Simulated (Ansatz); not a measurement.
GaN: pressure series

Consider GaN in the zinc blende structure (space group F-43m, No. 216; a = 4.5485 Å).

Cell and atoms are relaxed at each pressure.

The values are results of PBE/PAW in Ansatz (a program for electronic structure), scalar-relativistic without spin-orbit coupling, not measurements.

Candidates:
(a) pressure 1.5 GPa
(b) pressure 0.7 GPa
(c) pressure 7.5 GPa
(d) pressure 5 GPa

Before the change:

| Item | Result |
|---|---|
| Band gap | 1.54 eV |

**Question.** Order them by band gap, highest first.

**Answer.** (c) pressure 7.5 GPa (1.80 eV), (d) pressure 5 GPa (1.72 eV), (a) pressure 1.5 GPa (1.59 eV), (b) pressure 0.7 GPa (1.57 eV)

Load acts through the strain it causes; cell and atoms are relaxed under it. No phonon test of stability was made. Tetrahedral semiconductors of this kind turn to denser phases somewhere between about 1 and 50 GPa; those were not computed, so compressed cells here can lie past the real transition. This is not the structure that GaN has at room temperature and ambient pressure.
